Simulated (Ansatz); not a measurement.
InAs in the zinc blende structure (space group F-43m, No. 216)

Space group F-43m (No. 216); a = b = c = 6.087 Å, α = β = γ = 90.00°

| atom | site | symmetry | x | y | z |
|---|---|---|---|---|---|
| As | 4c | -43m | 0.2500 | 0.2500 | 0.2500 |
| In | 4a | -43m | 0.0000 | 0.0000 | 0.0000 |
(The calculation used a cell of 2 atoms; values per cell refer to that cell.)

Calculations: PBEsol/PAW in Ansatz (an electronic-structure program), no spin-orbit coupling, earlier PAW set. Settings: 9×9×9 k-points, 0.05 eV Fermi–Dirac smearing.

```json
{
 "volume_per_atom": "28.20 Å³",
 "density": "5.59 g/cm³",
 "band_gap": "zero",
 "total_energy": "-5169.447 eV/atom (σ→0; compares only within this code and set-up)"
}
```

Stability against distortions was not tested. The final runs are not spin-polarised. A zero or small gap of InAs can be the functional's error rather than a property of the material.
